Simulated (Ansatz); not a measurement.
Input and output of a self-consistent single point for Zr2Al3Zn (R3m, 6 atoms in the cell) (Ansatz, a program for electronic structure).

Computed with LDA (PW92), default PAW files made with PBE (plane waves; Ansatz).

The change in words: lattice scaled by 0.98; kpoints.mp_grid.grid: 8 8 8 → 12 12 12; scf.occupations.width: 0.1 eV → 0.05 eV. Reference geometry:
```yaml
crystal:
  lattice:
    - [2.63996, 1.52418, 4.22622]
    - [-2.63996, 1.52418, 4.22622]
    - [0.00000, -3.04836, 4.22622]
  atoms:
    - { symbol: Zr, position: [0.62846, 0.62846, 0.62846] }
    - { symbol: Zr, position: [0.37549, 0.37549, 0.37549] }
    - { symbol: Al, position: [0.00000, 0.50000, 0.00000] }
    - { symbol: Al, position: [0.00000, 0.00000, 0.50000] }
    - { symbol: Al, position: [0.50000, 0.00000, 0.00000] }
    - { symbol: Zn, position: [0.00000, 0.00000, 0.00000] }
```

Reference input (self-consistent single point, DFT, LDA (PW92), plane waves, default PAW files made with PBE): basis.ecutwfc = 420 eV; kpoints.mp_grid.grid = 8 8 8; hamiltonian.xc = lda; hamiltonian.pseudopotentials = {kind: paw} (the program's default PAW files); scf.occupations.method = gaussian; scf.occupations.width = 0.1 eV. This run's input differs from it in these lines:

Ansatz 0.2 input:
```diff
@@ -3,5 +3,5 @@
   lattice:
-    - [2.639959, 1.524181, 4.226220]
-    - [-2.639959, 1.524181, 4.226220]
-    - [0.000000, -3.048362, 4.226220]
+    - [2.587160, 1.493697, 4.141696]
+    - [-2.587160, 1.493697, 4.141696]
+    - [0.000000, -2.987395, 4.141696]
   atoms:
@@ -17,3 +17,3 @@
   mp_grid:
-    grid: [8, 8, 8]
+    grid: [12, 12, 12]
 hamiltonian:
@@ -25,3 +25,3 @@
     method: gaussian
-    width: 0.1
+    width: 0.05
 output:
```

The program printed (abridged):

```
SCF iter   1: F=—  HF=-12943.017088 eV  |F-HF|=—  |Δ(HF+E_count)|=         —  Δρ=4.93e-3  dr2=2.57e-2  ethr=1.77e-3  ⟨swp⟩=6.8  Hψ=27772  notcnv=0
all-band conjugate gradients solve this SCF's bands
preconditioner: auto → Kerker (q_TF=auto, 2.404 Å⁻¹)
SCF iter   2: F=—  HF=-12943.011869 eV  |F-HF|=—  |Δ(HF+E_count)|=   5.22e-3  Δρ=2.97e-3  dr2=1.00e-2  ethr=5.71e-5  ⟨swp⟩=1.0  Hψ=6999  notcnv=0
   [... lines left out ...]
SCF iter   5: F=—  HF=-12943.008750 eV  |F-HF|=—  |Δ(HF+E_count)|=   5.39e-5  Δρ=1.78e-4  dr2=4.11e-5  ethr=7.84e-7  ⟨swp⟩=2.0  Hψ=7749  notcnv=0
SCF iter   6: F=—  HF=-12943.008741 eV  |F-HF|=—  |Δ(HF+E_count)|=   9.45e-6  Δρ=6.72e-5  dr2=4.54e-6  ethr=9.12e-8  ⟨swp⟩=2.0  Hψ=6494  notcnv=0  defer=6
SCF iter   7: F=—  HF=-12943.008739 eV  |F-HF|=—  |Δ(HF+E_count)|=   1.43e-6  Δρ=1.15e-5  dr2=2.31e-7  ethr=1.01e-8  ⟨swp⟩=2.0  Hψ=7697  notcnv=0  defer=7
SCF iter   8: F=-12943.008739 eV  HF=-12943.008739 eV  |F-HF|=5.95e-8  |Δ(HF+E_count)|=   1.24e-8  Δρ=6.02e-6  dr2=6.80e-8  ethr=2.22e-10  ⟨swp⟩=8.1  Hψ=21820  notcnv=0
SCF 1 converged in 8 iterations: F = -12943.008739 eV  dr2 = 6.80e-8
Free energy (F): -12943.008739 eV
Internal energy: -12943.005386 eV  (E = F + TS)
E sigma→0 (E₀):  -12943.007063 eV
Entropy (-TS):   -0.003353 eV (-0.559 meV/atom)
Fermi energy:    12.297849 eV
--- Forces (eV/Å), atoms counted from 1 ---
  atom   1  Zr     0.00000000     0.00000002    -0.51724663
  atom   2  Zr    -0.00000000    -0.00000001     0.20719696
  atom   3  Al     0.01276833    -0.00737180     0.09419974
  atom   4  Al    -0.00000000     0.01474359     0.09419974
  atom   5  Al    -0.01276833    -0.00737180     0.09419974
  atom   6  Zn    -0.00000000    -0.00000000     0.02746167
--- Stress (GPa, compression-positive) ---
        4.458633      -0.000000      -0.000000
       -0.000000       4.458633       0.000000
       -0.000000       0.000000       4.355492
  P = ⅓ Tr σ = 4.4243 GPa (44.243 kbar)
  The stress holds the Pulay correction. Without it, at fixed plane waves, as pw.x and ABINIT print it: P = 4.3758 GPa
```

The run converged in 8 iterations. Against the reference run the free energy goes up by 2.8 meV/atom, the pressure goes from -3.37 to 4.42 GPa and the largest force goes from 0.431 to 0.517 eV/Å.

The starting cell comes from a database of computed structures (which also holds hypothetical and non-ambient phases and stackings), without a prior relaxation at this level. Its lattice was rescaled by up to half a per cent. One atom was moved a little off its site on purpose. For this run, on top of that: lattice scaled by 0.98. With a pressure of about 4 GPa the cell is away from its equilibrium volume at this level. Ansatz's pressure includes its estimate of the finite-basis (Pulay) stress.

Cost on one core of a shared machine: roughly 30 s.
